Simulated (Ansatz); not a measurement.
An ideal cubic perovskite cell is held by its symmetry; such compounds can tilt or shift off centre at room temperature. The starting structures come from a database of crystals and need not be the phases stable at ambient conditions.

# Evanescent states of CsCdCl$_{3}$ (Pm-3m, cubic perovskite, not sure to be the ambient phase, 5 atoms a cell, 29.2 Å³ an atom) along the normal of (110)

These are r2SCAN (plane waves, PAW; Ansatz, a first-principles code) values and carry that method's errors.

The gap is the functional's own. No spin-orbit coupling. Mid-gap values are interpolated on the energy grid.

Energies count from the valence-band top; κ is the least over a 6×4 mesh across the current.

| E (eV) | κ (1/Å) | where |
|---|---|---|
| 0.07 | 0.082 | off Γ |
| 0.20 | 0.137 | off Γ |
| 0.33 | 0.172 | off Γ |
| 0.46 | 0.199 | off Γ |
| 0.58 | 0.222 | off Γ |
| 0.71 | 0.240 | off Γ |
| 0.84 | 0.252 | Γ |
| 0.97 | 0.251 | Γ |
| 1.10 | 0.248 | Γ |
| 1.24 | 0.243 | Γ |
| 1.36 | 0.236 | Γ |
| 1.50 | 0.228 | Γ |
| 1.62 | 0.217 | Γ |
| 1.75 | 0.204 | Γ |
| 1.89 | 0.189 | Γ |
| 2.02 | 0.170 | Γ |
| 2.15 | 0.147 | Γ |
| 2.27 | 0.116 | Γ |
| 2.40 | 0.070 | Γ |

How thick must the barrier be to attenuate the transmission by 10^4 when the electrodes' Fermi level lies at 0.97 eV, and what attenuation does that film give at 1.50 eV?

d = 4 ln 10 / (2 × 0.251) = 18.3 Å. At 1.50 eV it gives 4 × 0.228/0.251 = 3.6 decades.
